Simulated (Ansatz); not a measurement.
## How the Voigt–Reuss–Hill shear modulus of AlB2-type HfB2 moves with the method

No measured value is used here.

```
level (code)     value (GPa)  cell (Å³/atom)
---------------  -----------  --------------
LDA (Ansatz)             265            9.51
PBE (Ansatz)             [?]            9.96
PBEsol (Ansatz)          255            9.73
r²SCAN (Ansatz)          253            9.88
```

**Question.** Fill in the missing entries.

**Answer.** 
- PBE (Ansatz, a quantum-chemistry and plane-wave program), value (GPa): 242

Density-functional levels without +SOC have no spin–orbit coupling. Each level is taken at its own relaxed cell. Cutoffs differ between the levels. Ansatz's density-functional and Hartree–Fock values are scalar-relativistic unless marked +SOC, with PAW data made under PBE.
